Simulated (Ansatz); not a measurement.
## Ge, response to strain

Take Ge in the diamond structure (space group Fd-3m, No. 227; a = 5.6762 Å) as the base. Axes: x, y, z lie along the cube axes.

Strains are applied to the cell and any free atomic positions relax; under biaxial strain the out-of-plane vector relaxes too.

Computed with plane-wave PAW DFT at the PBEsol level (Ansatz, a first-principles code, 420 eV), no SOC.

Only one of these has a band gap. Which?
(A) biaxial strain +2.21 %, plane normal [111], relaxed out of plane
(B) isotropic strain −4.81 %
(C) biaxial strain −0.55 %, plane normal [111], relaxed out of plane
(D) uniaxial strain ε_xx = +4.94 %

B, isotropic strain −4.81 %. Computed: isotropic strain −4.81 %: 0.26 eV; uniaxial strain ε_xx = +4.94 %: zero; biaxial strain −0.55 %, plane normal [111], relaxed out of plane: zero; biaxial strain +2.21 %, plane normal [111], relaxed out of plane: zero

No phonon test of stability was made. A zero or small gap of Ge can be the functional's error rather than a property of the material.
